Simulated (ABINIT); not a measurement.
## ABINIT run on SiO2 (Pbcn, 12 atoms in the cell): self-consistent single point

Level of theory: LDA (PW92), PAW (JTH v2.0 LDA PAW) (plane waves; ABINIT).

This input was run:

```
# SiO2, JTH v2.0 LDA PAW
pp_dirpath "./"
pseudos "Si.LDA_PW-JTH.xml, O.LDA_PW-JTH.xml"
acell 7.7885534658 9.6194543059 8.5704919006
rprim
         1.0000000000    0.0000000000    0.0000000000
         0.0000000000    1.0000000000    0.0000000000
         0.0000000000    0.0000000000    1.0000000000
natom 12
ntypat 2
znucl 14 8
typat 1 1 1 1 2 2 2 2 2 2 2 2
xcart
         2.0607625000    1.7698797852    3.4014817500
         2.0607625000    3.3205162148    1.1338272500
         0.0000000000    0.7753182148    1.1338272500
         0.0000000000    4.3150777852    3.4014817500
         1.1091023775    3.1437267617    2.6303431607
         3.0124226225    1.9466692383    1.9049658393
         0.9516601225    4.4918672383    0.3626886607
         3.1698648775    0.5985287617    4.1726203393
         3.1698648775    4.4918672383    1.9049658393
         0.9516601225    0.5985287617    2.6303431607
         3.0124226225    3.1437267617    4.1726203393
         1.1091023775    1.9466692383    0.3626886607
      Angstrom
ecut 24 Ha
pawecutdg 48 Ha
pawxcdev 0
occopt 7
tsmear 0.00073499
nband 41
kptopt 1
ngkpt 4 3 3
nshiftk 1
shiftk 0 0 0
nstep 80
toldfe 1.0e-09
prtwf 0
prtden 0
prtvol 1
enunit 1
```

Output, abridged:

```
 Symmetries : space group Pb c n (# 60); Bravais oP (primitive ortho.)

 -outvars: echo values of preprocessed input variables --------
            acell      7.7885534658E+00  9.6194543059E+00  8.5704919006E+00 Bohr
             ecut      2.40000000E+01 Hartree
           enunit           1
              ixc       -1012
         kptrlatt        4    0    0      0    3    0      0    0    3
          kptrlen      2.57114757E+01
            natom          12
            nband          41
            ngfft          36      45      40
          ngfftdg          50      64      54
             nkpt          12
            nstep          80
             nsym           8
           ntypat           2
           occopt           7
        pawecutdg      4.80000000E+01 Hartree
         pawxcdev           0
          spgroup          60
           toldfe      1.00000000E-09 Hartree
           tsmear      7.34990000E-04 Hartree
            typat      1  1  1  1  2  2  2  2  2  2  2  2
           useylm           1
             xred      5.0000000109E-01  3.4769000260E-01  7.5000000218E-01
                       5.0000000109E-01  6.5231000177E-01  2.5000000218E-01
                       1.0926772820E-09  1.5231000177E-01  2.5000000218E-01
                       1.0926772820E-09  8.4769000260E-01  7.5000000218E-01
                       2.6910000118E-01  6.1758000161E-01  5.7997000143E-01
                       7.3090000101E-01  3.8242000276E-01  4.2003000293E-01
                       2.3090000101E-01  8.8242000276E-01  7.9970001434E-02
                       7.6910000118E-01  1.1758000161E-01  9.2003000293E-01
                       7.6910000118E-01  8.8242000276E-01  4.2003000293E-01
                       2.3090000101E-01  1.1758000161E-01  5.7997000143E-01
                       7.3090000101E-01  6.1758000161E-01  9.2003000293E-01
                       2.6910000118E-01  3.8242000276E-01  7.9970001434E-02
            znucl       14.00000    8.00000

== DATASET  1 ==================================================================

 Real(R)+Recip(G) space primitive vectors, cartesian coordinates (Bohr,Bohr^-1):
 R(1)=  7.7885535  0.0000000  0.0000000  G(1)=  0.1283935  0.0000000  0.0000000
 R(2)=  0.0000000  9.6194543  0.0000000  G(2)=  0.0000000  0.1039560  0.0000000
 R(3)=  0.0000000  0.0000000  8.5704919  G(3)=  0.0000000  0.0000000  0.1166794
 Unit cell volume ucvol=  6.4211526E+02 bohr^3
 Angles (23,13,12)=  9.00000000E+01  9.00000000E+01  9.00000000E+01 degrees

 Coarse grid specifications (used for wave-functions):

 getcut: wavevector=  0.0000  0.0000  0.0000  ngfft=  36  45  40
         ecut(hartree)=     24.000   => boxcut(ratio)=   2.07411

 Fine grid specifications (used for densities):

 getcut: wavevector=  0.0000  0.0000  0.0000  ngfft=  50  64  54
         ecut(hartree)=     48.000   => boxcut(ratio)=   2.02024

   3.33039354E+03                                ecore*ucvol(ha*bohr**3)

_setup2: Arith. and geom. avg. npw (full set) are    3607.528    3607.511

--- !BeginCycle
solver: {iscf: 17, nstep: 80, nline: 4, wfoptalg: 10, }
tolerances: {toldfe: 1.00E-09, }
...

     iter   Etot(hartree)      deltaE(h)  residm     nres2
 ETOT  1  -145.95666387938    -1.460E+02 1.765E-01 1.333E+02
 ETOT  2  -145.92223802101     3.443E-02 3.270E-02 4.236E+01
 ETOT  3  -145.87006573011     5.217E-02 6.462E-03 2.373E+00
 ETOT  4  -145.86894895200     1.117E-03 3.665E-03 2.544E-02
 ETOT  5  -145.86903324346    -8.429E-05 1.243E-03 1.686E-03
 ETOT  6  -145.86905070198    -1.746E-05 1.100E-03 6.604E-05
   [... 4 lines left out ...]
 ETOT 11  -145.86905558689    -2.014E-08 2.547E-05 5.417E-09
 ETOT 12  -145.86905559303    -6.144E-09 2.743E-05 1.022E-09
 ETOT 13  -145.86905559496    -1.932E-09 1.370E-05 3.402E-10
 ETOT 14  -145.86905559558    -6.134E-10 2.299E-05 6.153E-11
 ETOT 15  -145.86905559578    -1.987E-10 2.152E-05 4.544E-12

 At SCF step   15, etot is converged :
  for the second time, diff in etot=  1.987E-10 < toldfe=  1.000E-09

 Cartesian components of stress tensor (hartree/bohr^3)
  sigma(1 1)=  5.97202593E-04  sigma(3 2)=  0.00000000E+00
  sigma(2 2)=  5.96815039E-04  sigma(3 1)=  0.00000000E+00
  sigma(3 3)=  6.23932119E-04  sigma(2 1)=  0.00000000E+00

 ----iterations are completed or convergence reached----

 reduced coordinates (array xred) for   12 atoms
       0.500000001093      0.347690002604      0.750000002183
       0.500000001093      0.652310001766      0.250000002183
       0.000000001093      0.152310001766      0.250000002183
       0.000000001093      0.847690002604      0.750000002183
       0.269100001176      0.617580001610      0.579970001434
       0.730900001009      0.382420002760      0.420030002931
       0.230900001009      0.882420002760      0.079970001434
       0.769100001176      0.117580001610      0.920030002931
       0.769100001176      0.882420002760      0.420030002931
       0.230900001009      0.117580001610      0.579970001434
       0.730900001009      0.617580001610      0.920030002931
       0.269100001176      0.382420002760      0.079970001434
 cartesian forces (eV/Angstrom) at end:
    1     -0.00000000000000     0.04848224329109    -0.00000000000000
    2     -0.00000000000000    -0.04848224329109    -0.00000000000000
    3     -0.00000000000000    -0.04848224329109    -0.00000000000000
    4     -0.00000000000000     0.04848224329109    -0.00000000000000
    5      0.18139961531328     0.00688795127752    -0.02383085715476
    6     -0.18139961531328    -0.00688795127752     0.02383085715476
    7     -0.18139961531328    -0.00688795127752    -0.02383085715476
    8      0.18139961531328     0.00688795127752     0.02383085715476
    9      0.18139961531328    -0.00688795127752     0.02383085715476
   10     -0.18139961531328     0.00688795127752    -0.02383085715476
   11     -0.18139961531328     0.00688795127752     0.02383085715476
   12      0.18139961531328    -0.00688795127752    -0.02383085715476
 frms,max,avg= 8.7808425E-02 1.8139962E-01   0.000E+00  0.000E+00  0.000E+00 e/A
 length scales=  7.788553465800  9.619454305900  8.570491900600 bohr
              =  4.121524981986  5.090395977755  4.535308980203 angstroms
 Fermi (or HOMO) energy (eV) =  10.81654   Average Vxc (eV)= -12.64161
 Eigenvalues (   eV  ) for nkpt=  12  k points:
 kpt#   1, nband= 41, wtk=  0.02778, kpt=  0.0000  0.0000  0.0000 (reduced coord)
 -14.25217  -11.51750  -11.27072  -10.99523  -10.70239  -10.01926  -10.01785   -9.78651
  -2.77838   -1.79608   -0.91188   -0.53903    0.28760    0.61284    0.95856    1.89794
   2.16290    2.54723    2.78673    2.95898    3.37130    3.73551    3.75276    4.67668
   4.72104    4.98906    5.62070    5.94407    6.54637    6.99057    7.01978    7.34989
  12.47071   14.59522   15.73088   15.76012   16.88357   17.04415   18.72498   18.73658
  18.75612
 prteigrs : prtvol=0 or 1, do not print more k-points.

--- !EnergyTerms
comment             : Components of total free energy in Hartree
kinetic             :  6.86175037687942E+01
hartree             :  3.13815678121777E+01
xc                  : -3.32990644955367E+01
Ewald energy        : -1.27748018448941E+02
psp_core            :  5.18659771642254E+00
local_psp           : -1.05308603848250E+02
spherical_terms     :  1.53009620161676E+01
internal            : -1.45869055479165E+02
'-kT*entropy'       : -1.66775294228881E-18
total_energy        : -1.45869055479165E+02
total_energy_eV     : -3.96929886193920E+03
...

-Cartesian components of stress tensor (GPa)         [Pressure= -1.7829E+01 GPa]
- sigma(1 1)=  1.75703039E+01  sigma(3 2)=  0.00000000E+00
- sigma(2 2)=  1.75589017E+01  sigma(3 1)=  0.00000000E+00
- sigma(3 3)=  1.83567136E+01  sigma(2 1)=  0.00000000E+00

 Calculation completed.
```

The run converged in 15 iterations.

The starting cell comes from a database of computed structures (which also holds hypothetical and non-ambient phases and stackings), without a prior relaxation at this level. Its lattice was rescaled by a random factor within 2.5 % of one. With a pressure of about -18 GPa the cell is away from its equilibrium volume at this level.

Cost on one core of a shared machine: roughly 3 min.
